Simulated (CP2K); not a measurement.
Band structure of CdPPd5 (P4/mmm, 7 atoms in the cell).

```
CdPPd5
1.0
    3.89942     0.00000     0.00000
    0.00000     3.89942     0.00000
    0.00000     0.00000     6.93431
Cd P Pd
1 1 5
Cartesian
  1.94971   1.94971   0.00000
  0.00000   0.00000   3.46716
  0.00000   0.00000   0.00000
  1.94971   0.00000   4.84903
  1.94971   0.00000   2.08529
  0.00000   1.94971   4.84903
  0.00000   1.94971   2.08529
```

Level of theory: PBEsol, GPW, DZVP-MOLOPT-PBE-GTH basis, GTH-PBE potentials (POTENTIAL_UZH) (CP2K).

Settings: CUTOFF = 500 Ry; REL_CUTOFF = 40 Ry; SMEAR/METHOD = FERMI_DIRAC; ELECTRONIC_TEMPERATURE = 1160.45 K; KPOINTS/SCHEME = MONKHORST-PACK 7 7 4; GAMMA_CENTERED = T; XC_FUNCTIONAL = PBE:PBESOL; Cd/BASIS_SET = DZVP-MOLOPT-PBE-GTH-q12; Cd/POTENTIAL = GTH-PBE-q12; P/BASIS_SET = DZVP-MOLOPT-PBE-GTH-q5; P/POTENTIAL = GTH-PBE-q5; Pd/BASIS_SET = DZVP-MOLOPT-PBE-GTH-q18; Pd/POTENTIAL = GTH-PBE-q18; METHOD = GPW.

The starting cell comes from a database of computed structures (which also holds hypothetical and non-ambient phases and stackings), without a prior relaxation at this level. Its lattice was rescaled by a random factor within 2.5 % of one. Spin polarisation is off; with an odd number of electrons in the cell that forces a metal, and a magnetic state may lie lower. Values carry the incompleteness of an atom-centred basis. The potentials were made for another functional than the one used.

Levels in eV from the Fermi level, bands 51 to 56:
```csv
point,51,52,53,54,55,56
Γ,-0.86,-0.07,-0.03,0.22,0.22,2.92
X,-1.56,-0.74,-0.06,-0.02,0.44,1.49
M,-0.80,-0.80,-0.30,-0.30,0.37,1.24
Z,-0.25,-0.07,-0.03,1.63,2.04,2.04
R,-1.41,-1.25,-1.21,-0.55,2.86,2.96
A,-0.85,-0.62,-0.55,0.72,0.72,1.24
```

Bands cross the Fermi level along this path, so the cell is metallic at this level.

Higher empty bands are left out: an atom-centred basis made for the valence describes them poorly.
